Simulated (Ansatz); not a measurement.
Hypothetical rutile HfS2: pressure series

Start from HfS₂ in the rutile structure (space group P4_2/mnm, No. 136; a = 6.024 Å, c = 3.652 Å; a hypothetical phase, not in the database extracts checked).

Cell and atoms are relaxed at each pressure.

Levels (all Ansatz, a program for electronic structure, PAW, earlier PAW set): PBEsol (420 eV, without spin-orbit coupling); PBEsol+SOC (600 eV, spin-orbit coupling included).

Band gaps by level, all at the geometries relaxed with PBEsol:

```json
[
 {"case": "base", "PBEsol": "0.26 eV", "PBEsol+SOC": "0.26 eV"},
 {"case": "pressure −1 GPa", "PBEsol": "0.29 eV", "PBEsol+SOC": "0.29 eV"},
 {"case": "pressure 1.8 GPa", "PBEsol": "0.21 eV", "PBEsol+SOC": "0.21 eV"},
 {"case": "pressure 4.2 GPa", "PBEsol": "0.15 eV", "PBEsol+SOC": "0.14 eV"},
 {"case": "pressure 9 GPa", "PBEsol": "zero", "PBEsol+SOC": "zero"},
 {"case": "pressure 30 GPa", "PBEsol": "zero", "PBEsol+SOC": "zero"},
 {"case": "pressure 45 GPa", "PBEsol": "zero", "PBEsol+SOC": "zero"},
 {"case": "pressure 60 GPa", "PBEsol": "zero", "PBEsol+SOC": "zero"}
]
```

Single points use the geometry relaxed with PBEsol. The mesh was chosen for an insulator and is coarse for the gapless case. The spin-orbit shifts are approximate. With Hf present, leaving out spin-orbit coupling can change the band edges. Load acts through the strain it causes; cell and atoms are relaxed under it. No phonon test of stability was made. Competing high-pressure phases were not computed. The runs without spin-orbit coupling are not spin-polarised. Gaps under 0.05 eV, about the width of the smearing, are given as zero. A zero or small gap of HfS2 can be the functional's error rather than a property of the material.
